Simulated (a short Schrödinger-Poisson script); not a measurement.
# Gated Al0.33Ga0.67N/GaN polarisation-induced gas

Stack: gated Al0.33Ga0.67N/GaN polarisation-induced gas, at 20 K.

```csv
layer,material,thickness (nm),Na (cm⁻³)
1,Al0.33Ga0.67N,15,-
2,GaN,6000,2e15
```

Constants are typed, rounded textbook-type inputs, not results; the design itself was drawn at random and stands for no fabricated device. Al0.33Ga0.67N: permittivity 9.3, conduction-band edge (eV) 0.462, gap (eV) 4.09, electron mass (mₑ) 0.24, Nv at 300 K (cm⁻³) 4.6e19. GaN: permittivity 9.5, conduction-band edge (eV) 0, gap (eV) 3.43, Nv at 300 K (cm⁻³) 4.6e19.

Channel valleys (confinement mass, in-plane density-of-states mass, number): Γ 0.2, 0.2, 1. At the gate the conduction-band edge of layer 1 lies 1.27 eV − eVg above the Fermi level of the channel; the field vanishes at the back. Sheet of polarisation charge: +1.6e13 e/cm² at 15 nm from the gate. The barrier under the gate holds no holes. Gaps are held at their typed values at every temperature. Mesh 0.08 nm at interfaces.

From a short Schrödinger-Poisson script (our own, NumPy): 1D Poisson equation in equilibrium, electrons quantum, Hartree plus LDA exchange-correlation (BenDaniel-Duke, 40 states a valley, the channel's in-plane mass for all, wave functions free to enter the barrier), parabolic valleys, classical holes, full ionisation, no traps, pinning or gate leakage.

| Vg (V) | electrons (cm⁻²) | in the channel layer | C (μF/cm²) | Γ E0 (meV) | Γ E1 (meV) |
|---|---|---|---|---|---|
| 0.5 | 1.34e13 | 1.22e13 | 0.524 | -149.7 | -10.9 |
| 0.2 | 1.24e13 | 1.14e13 | 0.521 | -140.1 | -8.7 |
| -0.1 | 1.15e13 | 1.06e13 | 0.519 | -130.4 | -6.7 |
| -0.4 | 1.05e13 | 9.82e12 | 0.517 | -120.7 | -4.8 |
| -0.7 | 9.52e12 | 8.98e12 | 0.515 | -110.8 | -2.9 |
| -1 | 8.56e12 | 8.13e12 | 0.513 | -100.9 | -0.7 |
| -1.3 | 7.60e12 | 7.27e12 | 0.511 | -90.7 | 2.7 |
| -1.6 | 6.65e12 | 6.39e12 | 0.508 | -79.6 | 8.6 |
| -1.9 | 5.70e12 | 5.52e12 | 0.505 | -68.2 | 14.6 |
| -2.2 | 4.76e12 | 4.63e12 | 0.503 | -56.9 | 20.3 |
| -2.5 | 3.82e12 | 3.74e12 | 0.500 | -45.7 | 25.4 |
| -2.8 | 2.89e12 | 2.84e12 | 0.496 | -34.6 | 29.9 |
| -3.1 | 1.96e12 | 1.94e12 | 0.490 | -23.5 | 33.4 |
| -3.4 | 1.05e12 | 1.05e12 | 0.482 | -12.6 | 35.4 |
| -3.7 | 1.62e11 | 1.62e11 | 0.469 | -1.3 | 34.5 |

Gate voltages with under 1e6 electrons/cm² are left out.

Subbands count from the Fermi level.
